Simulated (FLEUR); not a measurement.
Input and output of a self-consistent single point for SrZnSbF (P4/nmm, 8 atoms in the cell) (FLEUR).

Method of the run: FLEUR with LDA (Perdew-Zunger), all-electron FLAPW (FLEUR), scalar-relativistic valence.

The change in words: lattice scaled by 0.98. Reference geometry:
```
SrZnSbF
1.0
    4.35454     0.00000     0.00000
    0.00000     4.35454     0.00000
    0.00000     0.00000     9.47616
Sr Zn Sb F
2 2 2 2
Direct
  0.00000   0.50000   0.86010
  0.50000   0.00000   0.13990
  0.50000   0.50000   0.50000
  0.00000   0.00000   0.50000
  0.00000   0.50000   0.32098
  0.50000   0.00000   0.67902
  0.50000   0.50000   0.00000
  0.00000   0.00000   0.00000
```

Reference input (self-consistent single point, DFT, LDA (Perdew-Zunger), all-electron FLAPW (FLEUR), scalar-relativistic valence): Kmax = 4.1 1/bohr; GmaxXC = 12.3 1/bohr; xcFunctional = pz; jspins = 1; l_soc = F; mode = gauss; fermiSmearingEnergy = 0.00499791 Htr; mesh (inpgen div1-3) = 5 5 3; inpgen gamma flag = false; Gmax = 12.3 1/bohr; numbands = 0; maxIterBroyd = 25. This run's input differs from it in these lines:

```diff
@@ -3,5 +3,5 @@
 &input film=f /
-8.2288879987 0.0000000000 0.0000000000
-0.0000000000 8.2288879987 0.0000000000
-0.0000000000 0.0000000000 17.9073471131
+8.0643098608 0.0000000000 0.0000000000
+0.0000000000 8.0643098608 0.0000000000
+0.0000000000 0.0000000000 17.5492005488
 1.0
@@ -50,5 +50,5 @@
          <bravaisMatrix>
-            <row-1>    8.2288879986999994     0.0000000000000000     0.0000000000000000</row-1>
-            <row-2>    0.0000000000000000     8.2288879986999994     0.0000000000000000</row-2>
-            <row-3>    0.0000000000000000     0.0000000000000000    17.9073471130999984</row-3>
+            <row-1>    8.0643098607999999     0.0000000000000000     0.0000000000000000</row-1>
+            <row-2>    0.0000000000000000     8.0643098607999999     0.0000000000000000</row-2>
+            <row-3>    0.0000000000000000     0.0000000000000000    17.5492005487999982</row-3>
          </bravaisMatrix>
```

Output (repeated stretches shortened):

```
 Iteration:     1   Distance:       9.03572481 me/bohr^3
 Iteration:     2   Distance:       7.63156737 me/bohr^3
 Iteration:     3   Distance:       3.68712410 me/bohr^3
 Iteration:     4   Distance:       2.72837434 me/bohr^3
 Iteration:     5   Distance:       2.20957980 me/bohr^3
   [... 10 lines left out ...]
 Iteration:    16   Distance:       0.00014891 me/bohr^3
 Iteration:    17   Distance:       0.00018084 me/bohr^3
 Iteration:    18   Distance:       0.00002157 me/bohr^3
 Iteration:    19   Distance:       0.00000301 me/bohr^3
 Reset of history
 Run finished successfully
 Stop message:
   Structural relaxation: new displacements generated

[file out, last iteration]
             iter=     20
[...]
          total density-effective poten   -3.7787318066E+04
          total charge density-energy d   -6.9121100672E+02
 Updated energy parameters for spin:           1
[...]
 fermi energy and band-weighting factors:
    0.590893    0.611412    0.630168

[...]
FERMIE:
          first approx. to ef    (T=0)  :   0.258819 htr   (energy of the highest occ. eigenvalue)
          number of occ. states  (T=0)  :        528
          first approx. to seigv (T=0)  : -25.462363 htr
          sum of weights of occ. states :  44.013333
          sum of semicore charge        :   0.000000 e
          fermi energy=   0.26112 har   work function=  -7.10546 ev
   [... lines left out ...]
          total moment                 =     0.00000
 Direct bandgap for spin            1 :    2.8660103312567853E-002  Htr
 ---->    free energy=                    -23094.6908899303 htr
   [... lines left out ...]
 TOTAL FORCE FOR ATOM TYPE=  2  X=  2.016   Y=  2.016   Z=  8.775
                       FX_TOT= 0.000000 FY_TOT= 0.000000 FZ_TOT= 0.000000
 TOTAL FORCE FOR ATOM TYPE=  3  X= -2.016   Y=  2.016   Z=  5.633
                       FX_TOT= 0.000000 FY_TOT= 0.000000 FZ_TOT= 0.001474
 TOTAL FORCE FOR ATOM TYPE=  4  X=  2.016   Y=  2.016   Z=  0.000
                       FX_TOT= 0.000000 FY_TOT= 0.000000 FZ_TOT= 0.000000
```

The run converged in 19 iterations. FLEUR gives forces in its relaxation mode, with a further iteration, so its stop message speaks of a relaxation. Against the reference run the total energy falls by 33.5 meV/atom.

The starting cell comes from a database of computed structures (which also holds hypothetical and non-ambient phases and stackings), without a prior relaxation at this level. For this run, on top of that: lattice scaled by 0.98. Spin-orbit coupling is off. Values depend on the basis (sphere radii, cutoffs, local orbitals), which need not be converged. No gap is read from this output. The log's line on a gap gives a spacing of levels on this mesh, which the program prints for metals too.

Cost on one core of a shared machine: roughly 4 min.
